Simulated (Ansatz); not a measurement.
Defect migration in rock-salt LiF: interstitial H, charge state -1. The step: several atoms move together, H the farthest; the atom moves 2.03 Å along (-0.50, 0.00, 0.00) of the unit cell; the moving atom starts with neighbours 4 F at 2.20; 4 Li at 1.70 Å and ends with 4 F at 2.20; 4 Li at 1.70 Å. A PBE band in Ansatz (plane-wave PAW, the Γ point alone, 64 host sites, 37 SCF runs with any check of the saddle's order, static, no finite-size correction) gives a forward barrier of 0.26 eV. The saddle point's order was not checked, and it lies on a symmetry element of the cell, where a band can be held. The charge state is imposed; whether it is stable for some Fermi level was not computed. Sites that were not tried may lie lower.

Single points at the band's start and saddle point can refine it. Rough cost of one point, in units of the band's mean SCF on the same machine:

```json
[
 {"Level": "PBE, a 2×2×2 k-point mesh shifted by half a step", "Cost of one point": "about 7"},
 {"Level": "r2SCAN at 500 eV, the Γ point alone", "Cost of one point": "about 4"}
]
```

Task: Which of these move the barrier by more than 0.1 eV, and how far does each move it?

Result: Not one does. PBE, a 2×2×2 k-point mesh shifted by half a step: 0.00 eV; r2SCAN at 500 eV, the Γ point alone: -0.01 eV. Each functional is compared with PBE at the same k-points.

Ansatz is a quantum-chemistry and plane-wave program.
